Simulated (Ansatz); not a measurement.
The reference is InP in the zinc blende structure (space group F-43m, No. 216; a = 5.878 Å). Axes: x, y, z lie along the cube axes.

Computed with plane-wave PAW DFT at the PBEsol level (Ansatz, a program for electronic structure, 420 eV), without spin-orbit coupling.

Modification: biaxial strain +2.08 %, plane normal [111], relaxed out of plane (Cartesian); in-plane vectors clamped, the third vector and the atoms free.

Task: Predict the new in-plane stress.

Result: The mean in-plane stress (compression positive) comes out as -2.7 GPa.

Task: What happens to the out-of-plane strain?

Result: The out-of-plane strain comes out as -1.23 %.

Whether these cells are dynamically stable was not tested.
